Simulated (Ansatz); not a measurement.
TiN (I4/mmm): band-structure transport figures

Input:

```
TiN
1.0
    0.00000     2.09634     2.10412
    2.09634     0.00000     2.10412
    2.09634     2.09634     0.00000
Ti N
1 1
Direct
  0.00000   0.00000   0.00000
  0.50000   0.50000   0.50000
```

Computed with PBEsol, rigid bands (plane waves, PAW, scalar-relativistic; Ansatz, an electronic-structure program). Condition of this run: biaxial stress xx = yy = 2 GPa (compression positive) (the target of the relaxation). Geometry: cell and atoms relaxed with PBEsol, then loaded as said.

The density of states at the Fermi level is 0.798 states/(eV·cell), both spins and the bare Sommerfeld coefficient is 0.94 mJ/(mol of atoms·K²). The drude plasma energy is 8.0 eV. The root-mean-square Fermi velocity comes out as 7.5e5 m/s and the resistivity times τ comes out as 7.7 ×10⁻²² Ω·m·s.

A metal at this level (no band gap); rigid bands, thermally averaged at 300 K, both spins. Spin-orbit coupling is left out. τ is one relaxation time for all states.
